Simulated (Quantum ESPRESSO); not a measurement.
Worked example: relaxation of the atoms of NaAu2 (R3m, 6 atoms in the cell) in Quantum ESPRESSO.

Level of theory: LDA (PZ), GBRV 1.5 ultrasoft (LDA) pseudopotentials (plane waves; Quantum ESPRESSO).

The input file:

```fortran
&CONTROL
  calculation = 'relax'
  outdir = './work'
  pseudo_dir = './'
  forc_conv_thr = 3.9e-05
/
&SYSTEM
  ibrav = 5
  celldm(1) = 10.51052330
  celldm(4) = 0.5000000000
  nat = 6
  ntyp = 2
  ecutwfc = 40
  ecutrho = 320
  occupations = 'smearing'
  smearing = 'fd'
  degauss = 0.0073499
/
&ELECTRONS
  conv_thr = 1.0d-10
  mixing_beta = 0.7
/
&IONS
/
ATOMIC_SPECIES
Na    22.9898  na_lda_v1.5.uspp.F.UPF
Au   196.9666  au_lda_v1.uspp.F.UPF
ATOMIC_POSITIONS {angstrom}
Na    0.00000000    0.00000000   10.36791579
Na    0.00000000    0.00000000    6.81194452
Au    0.00000000    1.60559072    3.97363430
Au    0.00000000    0.00000000    1.70298613
Au    1.39048235   -0.80279536    3.97363430
Au   -1.39048235   -0.80279536    3.97363430
K_POINTS {automatic}
4 4 4  0 0 0
```

Output, abridged:

```
     Self-consistent Calculation

     iteration #  1     ecut=    40.00 Ry     beta= 0.70

     Threshold (ethr) on eigenvalues was too large:
     Diagonalizing with lowered threshold

     total energy              =    -649.83494719 Ry
     estimated scf accuracy    <       0.47756743 Ry

     iteration #  2     ecut=    40.00 Ry     beta= 0.70

     total energy              =    -649.96664493 Ry
     estimated scf accuracy    <       0.55638488 Ry

     iteration #  3     ecut=    40.00 Ry     beta= 0.70

     total energy              =    -650.06271633 Ry
     estimated scf accuracy    <       0.00327423 Ry

   [... 8 blocks of this kind left out ...]

     iteration # 12     ecut=    40.00 Ry     beta= 0.70

     total energy              =    -650.06605369 Ry
     estimated scf accuracy    <          1.1E-10 Ry

     iteration # 13     ecut=    40.00 Ry     beta= 0.70
     End of self-consistent calculation

     the Fermi energy is     9.9133 ev

!    total energy              =    -650.06605369 Ry
     estimated scf accuracy    <          4.6E-11 Ry
     smearing contrib. (-TS)   =      -0.00733489 Ry
     internal energy E=F+TS    =    -650.05871881 Ry

     convergence has been achieved in  13 iterations

     Forces acting on atoms (cartesian axes, Ry/au):

     atom    1 type  1   force =     0.00000000    0.00000000   -0.00852897
     atom    2 type  1   force =     0.00000000    0.00000000    0.00217138
     atom    3 type  2   force =     0.00000000   -0.00105944    0.00223328
     atom    4 type  2   force =     0.00000000    0.00000000   -0.00034225
     atom    5 type  2   force =    -0.00091750    0.00052972    0.00223328
   [... lines left out ...]
     Total force =     0.009793     Total SCF correction =     0.000041
     the Fermi energy is     9.9138 ev
!    total energy              =    -650.06722624 Ry
     Total force =     0.000017     Total SCF correction =     0.000003
     bfgs converged in  21 scf cycles and  19 bfgs steps
     Final energy             =    -650.0672262362 Ry
   [... lines left out ...]
Na               0.0000000000        0.0000000000        6.8366765716
Au               0.0000000000        1.6055991604        3.9986896926
Au               0.0000000000       -0.0000000000        1.7280577998
Au               1.3904896596       -0.8027995802        3.9986896926
Au              -1.3904896596       -0.8027995802        3.9986896926
End final coordinates

   JOB DONE.
```

The run converged.  The full log also holds: “WARNING: bfgs curvature condition failed, Theta= 0.854”. The full log also holds: “SCF correction compared to forces is large: reduce conv_thr to get better values”.

Summary of the result:
```
Item                                          Value
------------------------------------  -------------
Free energy E − TS                    -8844.6152 eV
Fermi level (on the code's own zero)        9.91 eV
Relaxation steps                                 19
```

The starting cell comes from a database of computed structures (which also holds hypothetical and non-ambient phases and stackings), without a prior relaxation at this level. Its lattice was rescaled by up to half a per cent. For this run, on top of that: one atom moved by 0.15 angstrom. The relaxation keeps the symmetry of its start, so its end need not be a minimum.

Cost on one core of a shared machine: roughly 20 min.
